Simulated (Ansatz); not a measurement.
# CO on the 1x1 (100) surface of monoclinic HfO2 (cut with top plane 2 O), one in a 1x1 cell, started at the site 'hollow O-O-O'

Host crystal: monoclinic HfO2, with a band gap (PBE, scalar-relativistic without spin-orbit coupling).

Method: PBE (plane waves to 420 eV, PAW; Ansatz, a quantum-chemistry and plane-wave program).

Set-up: 26 atoms, 9.3 Å thick at the start under the adsorbate (thin: gaps and levels are the slab's own); mesh 4x4x1; 0.01 eV smearing; dipole correction on; 12 atoms held, the rest relaxed; no symmetry held; no spin, no spin-orbit, no U, no dispersion correction. At the end it is bonded to Hf. In PBE it is, or lies within 0.03 eV of, the lowest of the starts that converged.

```yaml
adsorption energy against CO(g): -0.54 eV
gap_of_the_slab_on_its_k_mesh: 3.01 eV
highest_filled_level_below_the_top_vacuum_level: 6.37 eV
change_of_the_step_from_the_bottom_to_the_top_vacuum_level_against_the_clean_slab: -0.86 eV
energy_released_by_relaxation: 0.41 eV
height of the binding atom over the mean of the host atoms within 0.3 Å of the top one: 1.137 Å
nearest_host_atoms_of_the_binding_atom: Hf at 2.49 Å, O at 2.85 Å, O at 2.96 Å
largest_move_of_a_host_atom: 0.12 Å
caution: the clean host was not checked against rearrangement in a larger or rattled cell
note: in the relaxation the adsorbate left its starting site by 1.2 Å
cost: very roughly 18 core-minutes
```

A negative adsorption energy means that the adsorbate is more stable on the surface than in its reference.
